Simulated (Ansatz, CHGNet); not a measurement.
For L1₂ (Cu3Au-type) Al₃Sc, the machine-learned potential CHGNet 0.3.0 (trained on PBE and PBE+U data) gives:

```
Quantity                                 Value
------------------------------  --------------
equilibrium lattice constant a         4.111 Å
elastic constant C11                  97.4 GPa
elastic constant C44                  15.4 GPa
polycrystal shear modulus             12.3 GPa
formation enthalpy              -0.468 eV/atom
```

**Question.** What does r²SCAN in Ansatz (PAW) give for the same quantities?

**Answer.** 
- lattice constant a: 4.086 Å (falls by 0.6 %)
- elastic constant C11: 198 GPa (increases by 100 %)
- elastic constant C44: 81.6 GPa (rises by 430 %)
- Voigt–Reuss–Hill shear modulus: 80.3 GPa (goes up by 550 %)
- formation enthalpy: -0.491 eV/atom (moves by -0.023 eV/atom)

For comparison: lattice constant a 4.103 Å (measured, room temperature, no zero-point or thermal correction; as tabulated in A Combined Experimental and First-Principles Based Assessment of …); formation enthalpy -0.451 ± 0.02 eV/atom (measured, 298 K, copied from a table, unchecked, not corrected to a static lattice; as tabulated in Wang et al. (2021), doi:10.1038/s41598-021-94550-5).

Changes are worked out from the printed values.

Unless a cell is named, each level is at its own relaxed cell (CHGNet 0.3.0 17.37, r²SCAN 17.06 Å³/atom).

The crystal itself was run without spin with r²SCAN; a magnetic state was not tried in these runs.

Ansatz's density-functional and Hartree–Fock values are scalar-relativistic unless marked +SOC, with PAW data made under PBE.

Ansatz is a program for electronic structure.
